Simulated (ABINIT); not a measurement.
Band structure of HfBRh₃ (Pm-3m, 5 atoms in the cell).

```yaml
crystal:
  lattice:
    - [4.09526, 0.00000, 0.00000]
    - [0.00000, 4.09526, 0.00000]
    - [0.00000, 0.00000, 4.09526]
  atoms:
    - { symbol: Hf, position: [0.00000, 0.00000, 0.00000] }
    - { symbol: B, position: [0.50000, 0.50000, 0.50000] }
    - { symbol: Rh, position: [0.00000, 0.50000, 0.50000] }
    - { symbol: Rh, position: [0.50000, 0.00000, 0.50000] }
    - { symbol: Rh, position: [0.50000, 0.50000, 0.00000] }
```

Level of theory: PBEsol, PAW (JTH v2.0 PBE PAW, files made for PBE) (plane waves; ABINIT).

Settings: pseudos = [Hf.GGA_PBE-JTH.xml, B.GGA_PBE-JTH.xml, Rh.GGA_PBE-JTH.xml]; ecut = 21 Ha; pawecutdg = 42 Ha; pawxcdev = 0; ixc = -116133; occopt = 7; tsmear = 0.00183747 Ha; ngkpt = 6 6 6; nshiftk = 1; shiftk = 0 0 0; potentials = JTH v2.0 PBE PAW; kptopt = 1; nstep = 50.

The starting cell comes from a database of computed structures (which also holds hypothetical and non-ambient phases and stackings), without a prior relaxation at this level. Spin-orbit coupling is off. Spin polarisation is off. The potentials were made for another functional than the one used.

Levels in eV from the Fermi level, bands 30 to 37:
```json
[
 {"point": "Γ", "30": "-1.38", "31": "-1.38", "32": "-0.08", "33": "-0.06", "34": "-0.06", "35": "-0.06", "36": "2.61", "37": "2.61"},
 {"point": "X", "30": "-1.76", "31": "-1.76", "32": "-1.20", "33": "-0.06", "34": "0.84", "35": "0.84", "36": "1.99", "37": "2.00"},
 {"point": "M", "30": "-1.93", "31": "-1.91", "32": "-1.64", "33": "-1.38", "34": "1.11", "35": "1.11", "36": "1.55", "37": "1.55"},
 {"point": "R", "30": "-0.25", "31": "-0.25", "32": "-0.25", "33": "0.16", "34": "0.16", "35": "0.16", "36": "1.50", "37": "1.50"}
]
```

Bands cross the Fermi level along this path, so the cell is metallic at this level.
